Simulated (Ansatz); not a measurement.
**How the lattice parameter a of RuIr (R-3m, No. 166, 2 atoms in the cell; start mp-1223860) moves with the method**

No measured value is used here.

| level (code) | value (Å) |
|---|---|
| LDA (Ansatz) | 2.668 |
| PBEsol (Ansatz) | 2.683 |
| r²SCAN (Ansatz) | 2.693 |

Density-functional levels without +SOC have no spin–orbit coupling. LDA, PBEsol, r²SCAN: the run has no spin polarisation, so it can have missed a magnetic state. LDA, PBEsol, r²SCAN: the relaxation could not lower the start's symmetry, so the cell can be a saddle point above a distorted one. Cutoffs differ between the levels. Ansatz's density-functional and Hartree–Fock values are scalar-relativistic unless marked +SOC, with PAW data made under PBE.

A start named mp-… is a Materials Project structure, which need not be a measured phase.

Ansatz is an electronic-structure program.
